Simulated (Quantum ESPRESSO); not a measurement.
Quantum ESPRESSO is run on ScGa₃ (Pm-3m, 4 atoms in the cell), and the run fails. The aim is a self-consistent single point with DFT, PBEsol, plane waves, PseudoDojo standard norm-conserving (PBESOL) pseudopotentials.

Input as run:

```fortran
&control
   calculation = 'scf',
   outdir = './tmp/',
   pseudo_dir = './',
   verbosity = 'high',
   tprnfor = .true.,
   tstress = .true.,
/
&system
   ibrav = 1,
   A = 4.095000000,
   nat = 5,
   ntyp = 2,
   ecutwfc = 80,
   occupations = 'smearing',
   smearing = 'gauss',
   degauss = 0.0147,
/
&electrons
   conv_thr = 1e-10,
   mixing_beta = 0.5,
/
ATOMIC_SPECIES
Sc    44.9559  Sc.upf
Ga    69.7230  Ga.upf
ATOMIC_POSITIONS crystal
Sc    0.000000000    0.000000000    0.000000000
Ga    0.000000000    0.500000000    0.500000000
Ga    0.500000000    0.000000000    0.500000000
Ga    0.500000000    0.500000000    0.000000000
K_POINTS automatic
8 8 8  0 0 0
```

The program printed (abridged):

```
     This program is part of the open-source Quantum ESPRESSO suite
     for quantum simulation of materials; please cite

 %%%%%%%%%%%%%%%%%%%%%%%%%%%%%%%%%%%%%%%%%%%%%%%%%%%%%%%%%%%%%%%%%%%%%%%%%%%%%%
     Error in routine read_cards (5):
     wrong number of columns in ATOMIC_POSITIONS
 %%%%%%%%%%%%%%%%%%%%%%%%%%%%%%%%%%%%%%%%%%%%%%%%%%%%%%%%%%%%%%%%%%%%%%%%%%%%%%

     stopping ...
```

Question: From the messages shown, name the fault and mend the input.

Answer: The fault is an atom count that does not match the list of atoms; here the program stops on it instead of giving results. To fix it, make the count match the list. The program stopped before any SCF iteration.

An input that runs soundly differs in these lines (not the only fix; some lines may just follow from the change or write a value another way):
```diff
-   nat = 5,
+   nat = 4,
```

With that input, the run converged in 12 iterations: free energy E − TS -7550.1123 eV; Fermi level (on the code's own zero) 12.69 eV; pressure -2.41 GPa (DFT, PBEsol, plane waves, PseudoDojo standard norm-conserving (PBESOL) pseudopotentials).

On the sound input: the starting cell comes from a database of published, mostly measured structures (it also holds non-ambient and calculated ones), without a prior relaxation at this level.
